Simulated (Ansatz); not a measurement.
The starting structures come from a database of crystals and need not be the phases stable at ambient conditions.

 Where the default PAW files enter, the runs use the earlier of Ansatz's two default sets.

Data:

```
GaP
1.0
    3.84172     0.00000     0.00000
   -1.92086     3.32703     0.00000
    0.00000     0.00000     6.33293
Ga P
2 2
Direct
  0.66667   0.33333   0.50005
  0.33333   0.66667   0.00005
  0.66667   0.33333   0.87395
  0.33333   0.66667   0.37395
```

Space group of this cell: P6_3mc, wurtzite. The cell is taken as given.

The numbers are results of r2SCAN (plane waves, PAW; Ansatz, a first-principles code), not measurements.

The current runs along the normal of the first two printed vectors; no spin-orbit coupling. Scaled by the factor s: the length along the current (ions clamped). Meshes 12×12×6 and 12×12 across the current in all rows.

| s | mean pressure (GPa) | slowest mid-gap decay constant κ (1/Å) |
|---|---|---|
| 0.97 | 3.1 | 0.132 |
| 1.00 | 0.1 | 0.122 |
| 1.03 | -2.2 | ? |

Q: Take the slope of the slowest mid-gap decay constant κ against ln s from the two given rows, extrapolate to s = 1.03, and say what the run there gives.

A: Slope = (0.132 − 0.122) / ln 0.97 = -0.328 1/Å. The line gives 0.122 + (-0.328) × ln 1.03 = 0.112 1/Å. The run gives 0.106 1/Å, 0.006 1/Å under the line, 65 % of the predicted step.
